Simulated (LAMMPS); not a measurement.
System: Cr (bcc), 4394 atoms, at 1310 K and 5 GPa, heated as the crystal.

Model: classical MD, pair style eam/cd, file FeCr.cdeam; code LAMMPS.

| r (Å) | g(r) |
|---|---|
| 2.020 | 0.000 |
| 2.060 | 0.002 |
| 2.100 | 0.009 |
| 2.140 | 0.038 |
| 2.180 | 0.136 |
| 2.220 | 0.351 |
| 2.260 | 0.771 |
| 2.300 | 1.36 |
| 2.340 | 2.10 |
| 2.380 | 2.75 |
| 2.420 | 3.25 |
| 2.460 | 3.57 |
| 2.500 | 3.65 |
| 2.540 | 3.47 |
| 2.580 | 3.13 |
| 2.620 | 2.72 |
| 2.660 | 2.35 |
| 2.700 | 2.07 |
| 2.740 | 2.02 |
| 2.780 | 2.00 |
| 2.820 | 1.98 |
| 2.860 | 1.95 |
| 2.900 | 1.79 |
| 2.940 | 1.55 |
| 2.980 | 1.29 |
| 3.020 | 1.02 |
| 3.060 | 0.780 |
| 3.100 | 0.577 |
| 3.140 | 0.410 |
| 3.180 | 0.291 |
| 3.220 | 0.187 |
| 3.260 | 0.128 |
| 3.300 | 0.077 |
| 3.340 | 0.045 |
| 3.380 | 0.028 |
| 3.420 | 0.015 |
| 3.460 | 0.012 |
| 3.500 | 0.009 |
| 3.540 | 0.012 |
| 3.580 | 0.020 |
| 3.620 | 0.039 |
| 3.660 | 0.070 |
| 3.700 | 0.118 |
| 3.740 | 0.205 |
| 3.780 | 0.328 |
| 3.820 | 0.494 |
| 3.860 | 0.706 |
| 3.900 | 0.931 |
| 3.940 | 1.20 |
| 3.980 | 1.42 |
| 4.020 | 1.61 |
| 4.060 | 1.68 |
| 4.100 | 1.67 |
| 4.140 | 1.58 |
| 4.180 | 1.37 |
| 4.220 | 1.13 |
| 4.260 | 0.896 |
| 4.300 | 0.685 |
| 4.340 | 0.509 |
| 4.380 | 0.421 |
| 4.420 | 0.404 |
| 4.460 | 0.487 |
| 4.500 | 0.638 |
| 4.540 | 0.904 |
| 4.580 | 1.23 |
| 4.620 | 1.61 |
| 4.660 | 1.98 |
| 4.700 | 2.31 |
| 4.740 | 2.58 |
| 4.780 | 2.72 |
| 4.820 | 2.75 |
| 4.860 | 2.66 |
| 4.900 | 2.48 |
| 4.940 | 2.21 |
| 4.980 | 1.90 |
| 5.020 | 1.58 |
| 5.060 | 1.28 |
| 5.100 | 0.993 |
| 5.140 | 0.735 |
| 5.180 | 0.529 |
| 5.220 | 0.362 |
| 5.260 | 0.237 |
| 5.300 | 0.153 |
| 5.340 | 0.103 |
| 5.380 | 0.081 |
| 5.420 | 0.078 |
| 5.460 | 0.093 |
| 5.500 | 0.129 |
| 5.540 | 0.177 |
| 5.580 | 0.228 |
| 5.620 | 0.282 |
| 5.660 | 0.341 |
| 5.700 | 0.374 |
| 5.740 | 0.409 |
| 5.780 | 0.408 |
| 5.820 | 0.412 |
| 5.860 | 0.396 |
| 5.900 | 0.397 |
| 5.940 | 0.420 |
| 5.980 | 0.483 |
| 6.020 | 0.593 |
| 6.060 | 0.763 |

Read from the full data:
- state found: crystal; no diffusion seen in 30 ps
- first peak of g(r): 2.49 Å, height 3.6
- coordination number: 14.0 (counted to 3.50 Å)

Caution: a run this short can hold a crystal over, or a liquid under, the potential's own melting point, which these runs don't give.
